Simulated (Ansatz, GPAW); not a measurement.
An Ansatz (an electronic-structure program) input for a self-consistent single point of Mg (P6_3/mmc, 2 atoms in the cell) (DFT, PBEsol, plane waves, default PAW files made with PBE):

Ansatz 0.2 input:
```yaml
# Mg
crystal:
  lattice:
    - [1.64352000, -2.84666000, 0.00000000]
    - [1.64352000, 2.84666000, 0.00000000]
    - [0.00000000, 0.00000000, 5.33504000]
  atoms:
    - { symbol: Mg, position_ang: [1.64352000, 0.94888669, 1.33376000] }
    - { symbol: Mg, position_ang: [1.64352000, -0.94888669, 4.00128000] }
basis:
  ecutwfc: 420.0 eV
kpoints:
  mp_grid: { grid: [12, 12, 6] }
hamiltonian:
  xc: pbesol
  pseudopotentials: { kind: paw }
scf:
  occupations: { method: fermi_dirac, width: 0.1 eV }
output:
  forces: true
  eigenvalues: true
  stress: true
```

Question: Translate this input to GPAW.

Answer: This is the input that was run; spellings and numerical settings could be chosen otherwise.

```python
from ase import Atoms
from ase.units import GPa
from gpaw import GPAW

atoms = Atoms(['Mg', 'Mg'],
              cell=[[1.643520, -2.846660, 0.000000],
                    [1.643520, 2.846660, 0.000000],
                    [0.000000, 0.000000, 5.335040]],
              scaled_positions=[[0.333333, 0.666667, 0.250000],
                                [0.666667, 0.333333, 0.750000]],
              pbc=True)

calc = GPAW(mode={'name': 'pw', 'ecut': 800},
            xc='PBEsol',
            kpts={'size': (12, 12, 6), 'gamma': True},
            occupations={'name': 'fermi-dirac', 'width': 0.1},
            nbands=-6,
            symmetry={'symmorphic': False, 'tolerance': 0.0005},
            maxiter=100)

atoms.calc = calc

energy = atoms.get_potential_energy()
print('Energy (eV):', round(energy, 6))
forces = atoms.get_forces()
print('Forces (eV/Ang):')
print(forces.round(5))
stress = atoms.get_stress()
print('Stress (GPa, Voigt):', (stress / GPa).round(4))
```

Basis settings and potentials, where a program has them, do not carry over. This input uses DFT PBEsol, plane waves, GPAW PAW datasets PBEsol (made by gpaw-setup). Both were run: pressure -3.10 GPa in Ansatz and -3.14 in GPAW. Ansatz's pressure is the one without its finite-basis correction.

On GPAW: the starting cell has typed, rounded lattice constants, without a prior relaxation at this level. Its lattice was rescaled by a random factor within 2.5 % of one. With a pressure of about -3 GPa the cell is away from its equilibrium volume at this level.

On Ansatz: the starting cell has typed, rounded lattice constants, without a prior relaxation at this level. Its lattice was rescaled by a random factor within 2.5 % of one. With a pressure of about -3 GPa the cell is away from its equilibrium volume at this level.
